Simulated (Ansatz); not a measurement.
The starting structures come from a database of crystals and need not be the phases stable at ambient conditions.

Inside the gap of an insulator the Bloch states are evanescent, with a wavenumber k + iκ along the transport direction.

Consider the following.

```yaml
crystal:
  lattice:
    - [7.53677, 0.00000, 0.00000]
    - [-3.76839, 6.52704, 0.00000]
    - [3.76839, 2.17568, 6.15375]
  atoms:
    - { symbol: K, position: [0.50000, 0.25000, 0.25000] }
    - { symbol: K, position: [0.50000, 0.75000, 0.75000] }
    - { symbol: Te, position: [0.00000, 0.00000, 0.00000] }
    - { symbol: Br, position: [0.50881, 0.25441, 0.74559] }
    - { symbol: Br, position: [0.49119, 0.74559, 0.25441] }
    - { symbol: Br, position: [0.00000, 0.25441, 0.74559] }
    - { symbol: Br, position: [0.00000, 0.74559, 0.25441] }
    - { symbol: Br, position: [0.00000, 0.74559, 0.74559] }
    - { symbol: Br, position: [0.00000, 0.25441, 0.25441] }
```

Space group of this cell: Fm-3m. The cell was relaxed by PBE-D3(BJ).

Transport runs along the normal of the first two printed cell vectors, the (111) plane of the conventional cell.

No gap correction and no spin-orbit coupling; mid-gap values are interpolated between computed energies.

**Question.** Predict the band gap and the smallest decay constant κ at mid-gap from r2SCAN run with Ansatz (a first-principles code).

**Answer.** Gap 1.99 eV on a 6×6×6 mesh; κ = 0.230 1/Å, at (0.500, 0.000) of the in-plane reciprocal vectors. At the zone centre, at the nearest computed energy, the slowest state has κ = 0.25 1/Å.
